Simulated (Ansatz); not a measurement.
A user runs Ansatz (a quantum-chemistry and plane-wave program) on InOF (Fddd, 12 atoms in the cell) and asks whether the run is sound. The aim is a self-consistent single point with DFT, LDA (PW92), plane waves, default PAW files made with PBE.

This input was run:

Ansatz 0.2 input:
```yaml
crystal:
  lattice:
    - [0.000000, 4.203635, 5.119325]
    - [3.532585, 0.000000, 5.119325]
    - [3.532585, 4.203635, 0.000000]
  atoms:
    - { symbol: In, position: [0.799790, 0.200210, 0.799790] }
    - { symbol: In, position: [0.200210, 0.799790, 0.200210] }
    - { symbol: In, position: [0.450210, 0.049790, 0.450210] }
    - { symbol: In, position: [0.049790, 0.450210, 0.049790] }
    - { symbol: O, position: [0.136560, 0.136560, 0.863440] }
    - { symbol: O, position: [0.863440, 0.863440, 0.136560] }
    - { symbol: O, position: [0.113440, 0.113440, 0.386560] }
    - { symbol: O, position: [0.386560, 0.386560, 0.113440] }
    - { symbol: F, position: [0.625000, 0.625000, 0.625000] }
    - { symbol: F, position: [0.625000, 0.625000, 0.125000] }
    - { symbol: F, position: [0.125000, 0.625000, 0.625000] }
    - { symbol: F, position: [0.625000, 0.125000, 0.625000] }
basis:
  ecutwfc: 145.0
kpoints:
  mp_grid: { grid: [5, 5, 5] }
hamiltonian:
  xc: lda
  pseudopotentials: { kind: paw }
scf:
  occupations: { method: fixed }
output:
  forces: true
  eigenvalues: true
  stress: true
```

The program printed (abridged):

```
WARN basis.ecutwfc = 145 eV is below the records' recommended cutoff, and the density's cutoff is lower with it unless basis.ecutrho_ratio is high enough to …
   [... lines left out ...]
Crystal: 12 atoms, lattice volume = 152.041 Å³
Basis set: ecut = 145 eV, 609 PW (Γ)
Bands: 64, of which v1, the nominal top of the filled ones, is band 52 counted from 1 (51 counted from 0)
Symmetry: 8 space group operations
Space group: Fddd (ITA 70), of the structure as read, at distance tolerance 5.3e-5 Å
k-points: 27 of 125
PAW frozen core: In, regenerated for the run's functional, and the local potential with it
PAW frozen core: O, regenerated for the run's functional, and the local potential with it
PAW frozen core: F, regenerated for the run's functional, and the local potential with it
Initial density: superposition of atomic densities (neutral atoms: chi_scale 0, normalization atom), corrected by the library's trained network
Initial wavefunctions: pseudopotential atomic-orbital guess
Eigensolver: davidson
Functional: x = slater, c = lda
SCF iter   1: F=—  HF=-26836.048103 eV  |F-HF|=—  |Δ(HF+E_count)|=         —  Δρ=5.52e-1  dr2=2.34e2  ethr=1.77e-3  ⟨swp⟩=5.1  Hψ=5872  notcnv=0  defer=265
all-band conjugate gradients solve this SCF's bands
   [... lines left out ...]
WARN: the bands overlap at the fill by count (52 filled at each k-point of a channel) …
SCF 1 converged in 9 iterations: F = -26711.342483 eV  dr2 = 5.56e-8
Free energy (F): -26711.342483 eV
Internal energy: -26711.342483 eV  (E = F + TS)
E sigma→0 (E₀):  -26711.342483 eV
Fermi energy:    7.857910 eV
--- Forces (eV/Å), atoms counted from 1 ---
  atom   1  In    -0.00000000     0.37197365     0.00000000
  atom   2  In     0.00000000    -0.37197365     0.00000000
  atom   3  In     0.00000000    -0.37197365    -0.00000000
  atom   4  In    -0.00000000     0.37197365    -0.00000000
  atom   5  O     -0.00000000    -0.00000000     1.03944299
  atom   6  O      0.00000000     0.00000000    -1.03944299
  atom   7  O      0.00000000     0.00000000    -1.03944299
  atom   8  O     -0.00000000    -0.00000000     1.03944299
   [... lines left out ...]
  atom  12  F      0.00000000    -0.00000000     0.00000000
--- Stress (GPa, compression-positive) ---
      -17.972021       0.000000       0.000000
        0.000000      -8.208731      -0.000000
        0.000000      -0.000000      -9.280654
  P = ⅓ Tr σ = -11.8205 GPa (-118.205 kbar)
  The stress holds the Pulay correction. Without it, at fixed plane waves, as pw.x and ABINIT print it: P = -1474.3134 GPa
```

**Question.** Can these results be used? Check the input.

**Answer.** The run is not sound. The fault is a basis or grid far too coarse for these potentials. Far below the cutoff that the potentials were made for, the basis cannot represent the orbitals near the nuclei, and energies, forces and above all the stress go wrong. To fix it, restore the cutoff that the potentials need and check convergence. The run converged in 9 iterations without an error; against the sound input the free energy goes up by 43.1 eV/atom, the pressure goes from -5.48 to -11.82 GPa, the largest force goes from 0.114 to 1.039 eV/Å and no clean gap remains on the mesh (levels overlap or are partly filled), against 1.40 eV before. The full log also holds (shortened here): “WARN: iter 1: σ=0 fill of 52 bands saw a band overlap (occupied 12.4888 eV > unoccupied 12.2548 eV) — on an unconverged iterate often a transient of an (band_overlap_at_count)”. At a fixed set of plane waves, without the program's Pulay estimate, the pressure is -1474.31 GPa against -6.46 GPa.

The sound input it was made from differs as follows (other fixes are possible):
```diff
-basis:
-  ecutwfc: 145.0
```

With that input, the run converged in 8 iterations: free energy E − TS (on the zero of these files) -27228.0397 eV; top of the valence band (on the code's own zero) 6.86 eV; gap on the k-point mesh 1.40 eV; pressure -5.48 GPa; largest force (vector length) 0.114 eV/Å (DFT, LDA (PW92), plane waves, default PAW files made with PBE).

On the sound input: the starting cell comes from a database of computed structures (which also holds hypothetical and non-ambient phases and stackings), without a prior relaxation at this level. With a pressure of about -5 GPa the cell is away from its equilibrium volume at this level. Ansatz's pressure includes its estimate of the finite-basis (Pulay) stress. Without the estimate this run gives -6.46 GPa.
